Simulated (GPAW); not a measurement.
GPAW run on BaNaH6Ir (F-43m, 9 atoms in the cell): self-consistent single point.

Computed with PBEsol, GPAW PAW datasets PBEsol (made by gpaw-setup) (plane waves; GPAW 25.7.0).

```
BaNaH6Ir
1.0
    0.00000     3.92255     3.92255
    3.92255     0.00000     3.92255
    3.92255     3.92255     0.00000
Na Ba H Ir
1 1 6 1
Direct
  0.25000   0.25000   0.25000
  0.75000   0.75000   0.75000
  0.78497   0.21503   0.21503
  0.78497   0.21503   0.78497
  0.21503   0.78497   0.78497
  0.21503   0.78497   0.21503
  0.78497   0.78497   0.21503
  0.21503   0.21503   0.78497
  0.00000   0.00000   0.00000
```

Reference input (self-consistent single point, DFT PBEsol, plane waves, GPAW PAW datasets PBEsol (made by gpaw-setup)): mode = pw; ecut = 800 eV; xc = PBEsol; kpts = 6 6 6; mesh shift (steps) = 0 0 0; occupations.name = fixed-uniform; nbands = -8; convergence.bands = -6; symmetry.symmorphic = false; symmetry.tolerance = 0.0005; maxiter = 120. This run's input differs from it in these lines:

```diff
@@ -21,3 +21,3 @@
             xc='PBEsol',
-            kpts={'size': (6, 6, 6), 'gamma': True},
+            kpts=(7, 7, 7),
             occupations={'name': 'fixed-uniform'},
```

Output (repeated stretches shortened):

```
     iter     time        total  log10-change:
                         energy   eigst   dens
iter:   1 --:--:--   -41.061366   +0.51
iter:   2 --:--:--   -40.843488   -0.28  -1.02
iter:   3 --:--:--   -39.271486   -0.28  -1.05
iter:   4 --:--:--   -39.185637   -1.21  -1.61
iter:   5 --:--:--   -39.154184   -1.38  -1.68
iter:   6 --:--:--   -39.144864   -1.99  -1.91
iter:   7 --:--:--   -39.123656   -2.70  -2.07
iter:   8 --:--:--   -39.126352   -3.01  -2.34
iter:   9 --:--:--   -39.136494c  -2.81  -2.63
iter:  10 --:--:--   -39.125386c  -2.96  -2.37
iter:  11 --:--:--   -39.125382c  -4.20  -3.36
iter:  12 --:--:--   -39.125359c  -4.97  -3.56
iter:  13 --:--:--   -39.125378c  -5.15  -3.55
   [... 3 lines left out ...]
iter:  17 --:--:--   -39.125353c  -6.04  -3.83
iter:  18 --:--:--   -39.125351c  -5.30  -3.94
iter:  19 --:--:--   -39.125348c  -6.32  -3.86
iter:  20 --:--:--   -39.125344c  -6.46  -3.91
iter:  21 --:--:--   -39.125347c  -6.44  -4.27c
iter:  22 --:--:--   -39.125344c  -6.33  -4.20c
iter:  23 --:--:--   -39.125344c  -7.75c -4.47c
Converged after 23 iterations.

Dipole moment: (3.224620, 3.224620, 3.224620) |e|*Ang

Energy contributions relative to reference atoms: (reference = -710020.058846)

Kinetic:        +23.580204
Potential:      -27.350106
External:        +0.000000
XC:             -35.107367
Entropy (-ST):   +0.000000
Local:           -0.248075
SIC:             +0.000000
--------------------------
Free energy:    -39.125344
Extrapolated:   -39.125344

Showing only first 2 kpts
 Kpt  Band  Eigenvalues  Occupancy
  0    17      1.83311    2.00000
  0    18      1.83311    2.00000
  0    19      6.36413    0.00000
  0    20      7.04548    0.00000

  1    17      1.82263    2.00000
  1    18      1.82263    2.00000
  1    19      6.47434    0.00000
  1    20      6.89525    0.00000

Fermi level: 3.42364

Gap: 3.181 eV
Transition (v -> c):
   [... lines left out ...]
Direct gap: 3.217 eV
   [... lines left out ...]
  3 H     0.00000    0.15298    0.00000
  4 H     0.15298   -0.00000    0.00000
  5 H     0.00000   -0.15298    0.00000
  6 H     0.00000    0.00000    0.15298
  7 H     0.00000    0.00000   -0.15298
  8 Ir   -0.00000   -0.00000   -0.00000

Stress tensor:
     0.013260    -0.000000    -0.000000
    -0.000000     0.013260     0.000000
    -0.000000     0.000000     0.013260
Stress (GPa, Voigt): [ 2.1245  2.1245  2.1245  0.     -0.     -0.    ]
```

The run converged in 23 iterations. GPAW prints stress with tension positive. Against the reference run the free energy hardly moves (within 1 meV/atom), the pressure moves little (-2.13 to -2.12 GPa), the largest force hardly changes (0.154 to 0.153 eV/Å) and the gap on the mesh goes from 3.095 to 3.181 eV.

The starting cell comes from a database of computed structures (which also holds hypothetical and non-ambient phases and stackings), without a prior relaxation at this level. Spin-orbit coupling is off. Another mesh or the band path of this cell gives a smaller gap, so this value is not converged in the mesh.

Cost on one core of a shared machine: roughly 3 min.
